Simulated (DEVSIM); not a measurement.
System: illuminated Si p-on-n cell, one wavelength, at 300 K.

```
layer (left to right)  material  thickness (μm)  Nd (cm⁻³)  Na (cm⁻³)   τn (s)   τp (s)  absorption coefficient (cm⁻¹)
---------------------  --------  --------------  ---------  ---------  -------  -------  -----------------------------
1                            Si           0.550          -     7.4e18   8.5e-5   1.4e-5                            380
2                            Si             140     7.8e16          -  0.00057  0.00057                            380
```

Left contact: ohmic, minority electron recombination velocity 40 cm/s. Right contact: ohmic, minority hole recombination velocity 3e6 cm/s. Voltage is applied to the left contact. Recombination: SRH at mid-gap, radiative, Auger. Gap narrowing is on: ΔEg = 6.92 meV × (l + √(l² + 0.5)), l = ln(N/1.3e17 cm⁻³), shared equally by both band edges. Light enters at the left, 3.3e16 photons cm⁻² s⁻¹, one pass, no reflection. Mobility is μmin + (μ − μmin)/(1 + (N/Nref)^α).

The device is made up for the run: typed textbook-type constants, with dimensions and the other settings drawn at random. Values at 300 K; Nc and Nv go as T^1.5, mobilities as T to minus their exponent, the gap by Varshni's rule with the affinity fixed.

```tsv
parameter	Si
gap (eV)	1.124
affinity (eV)	4.05
permittivity	11.7
Nc (cm⁻³)	2.86e19
Nv (cm⁻³)	3.1e19
μn (cm²/Vs)	1417
μp (cm²/Vs)	470
μn,min	52
μp,min	45
Nref,n	9.7e16
Nref,p	2.2e17
αn	0.68
αp	0.72
T exponent of μn	2.3
T exponent of μp	2.2
B (cm³/s)	4.7e-15
Cn (cm⁶/s)	2.8e-31
Cp (cm⁶/s)	9.9e-32
Varshni α (eV/K)	0.000473
Varshni β (K)	636
```

Simulated with DEVSIM: 1D drift-diffusion, Boltzmann statistics, complete ionisation; no tunnelling, impact ionisation, image-force lowering or self-heating.

Base results: largest field in the device at zero bias (V/cm) 170000; dark forward voltage at 1 A/cm² (V) 0.761; dark forward voltage at 100 A/cm² (V) 0.919; largest power (mW/cm²) 2.22.

Q: What follows from this one change: photon flux 3.3e+16 → 9.9e+14 cm^-2 s^-1?

A: largest field in the device at zero bias little changed (170000 V/cm); dark forward voltage at 1 A/cm² little changed (0.761 V); dark forward voltage at 100 A/cm² little changed (0.919 V); largest power 2.22 → 0.0554 mW/cm².

Q: What follows from this one change: doping Nd of layer 2 7.8e+16 → 7.8e+17 cm^-3?

A: largest field in the device at zero bias 170000 → 440000 V/cm; dark forward voltage at 1 A/cm² 0.761 → 0.786 V; dark forward voltage at 100 A/cm² 0.919 → 0.928 V; largest power 2.22 → 1.85 mW/cm².
